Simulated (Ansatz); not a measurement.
Data:

```
GeS
1.0
   10.66092     0.00000     0.00000
    0.00000     3.68123     0.00000
    0.00000     0.00000     4.31435
Ge S
4 4
Direct
  0.62452   0.75000   0.63301
  0.87548   0.25000   0.13301
  0.37548   0.25000   0.36699
  0.12452   0.75000   0.86699
  0.34961   0.75000   0.99385
  0.15039   0.25000   0.49385
  0.65039   0.25000   0.00615
  0.84961   0.75000   0.50615
```

No spin polarisation.

All numbers come from plane-wave PAW DFT at the PBE-D3(BJ) level (Ansatz, a first-principles code, 420 eV), without spin-orbit coupling. Γ-centred 3×9×8 mesh, Fermi–Dirac width 0.05 eV.

### Question
Predict the gap character, band gap and stress.

### Answer
The gap character is indirect, Γ–Z (67 % along) → Γ. The band gap comes out as 1.15 eV and the stress (xx, yy, zz, yz, xz, xy; compression positive) is (0.36, 0.64, 0.70, 0.00, 0.00, 0.00) GPa.

The cells carry an imposed strain or load. Whether these cells are dynamically stable was not tested. The cell was made from GeS in the GeS type structure (space group Pnma, No. 62; layered, stacked along the Cartesian x axis) by this change: uniaxial strain ε_zz = −0.95 %. The program warned that a D3 coordination switch lies within reach, so dispersion energies are less smooth here.
